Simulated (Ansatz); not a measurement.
# A computed series for hypothetical CsCl type LaP: response to strain

Base system: LaP in the CsCl type structure (space group Pm-3m, No. 221; a = 3.641 Å; a hypothetical phase, not in the database extracts checked; relaxed with 0.1 eV smearing). Axes: x, y, z lie along the cube axes.

Strains are applied to the cell and any free atomic positions relax; under biaxial strain the out-of-plane vector relaxes too.

Computed with Ansatz (a program for electronic structure) PBE, without spin-orbit coupling.

Notes on the quantities. energy relative to the base: free energy F.

```json
[
 {"change": "base", "space group": "Pm-3m (No. 221)", "energy relative to the base": "0 meV/atom", "shortest interatomic distance": "5.959 bohr"},
 {"change": "biaxial strain −0.79 %, plane normal [001], relaxed out of plane", "space group": "P4/mmm (No. 123)", "energy relative to the base": "+1.4 meV/atom", "shortest interatomic distance": "5.937 bohr"},
 {"change": "biaxial strain +0.86 %, plane normal [111], relaxed out of plane", "space group": "R-3m (No. 166)", "energy relative to the base": "-1.0 meV/atom", "shortest interatomic distance": "5.833 bohr"},
 {"change": "isotropic strain −3.52 %", "space group": "Pm-3m (No. 221)", "energy relative to the base": "+69 meV/atom", "shortest interatomic distance": "5.749 bohr"},
 {"change": "isotropic strain +1.42 %", "space group": "Pm-3m (No. 221)", "energy relative to the base": "+9.7 meV/atom", "shortest interatomic distance": "6.043 bohr"},
 {"change": "isotropic strain +2.59 %", "space group": "Pm-3m (No. 221)", "energy relative to the base": "+31 meV/atom", "shortest interatomic distance": "6.113 bohr"},
 {"change": "isotropic strain +2.92 %", "space group": "Pm-3m (No. 221)", "energy relative to the base": "+39 meV/atom", "shortest interatomic distance": "6.133 bohr"},
 {"change": "uniaxial strain ε_xx = +3.75 %", "space group": "P4/mmm (No. 123)", "energy relative to the base": "+15 meV/atom", "shortest interatomic distance": "6.034 bohr"},
 {"change": "uniaxial strain ε_zz = +1.02 %", "space group": "P4/mmm (No. 123)", "energy relative to the base": "+1.1 meV/atom", "shortest interatomic distance": "5.979 bohr"}
]
```

Whether these cells are dynamically stable was not tested. The final runs are not spin-polarised. Under biaxial strain +0.86 %, plane normal [111], relaxed out of plane the cell ends below the base's energy or with stress of the wrong sign: the atoms slid into a distortion or the cell is elastically unstable, so the base is not a stable minimum at this level.
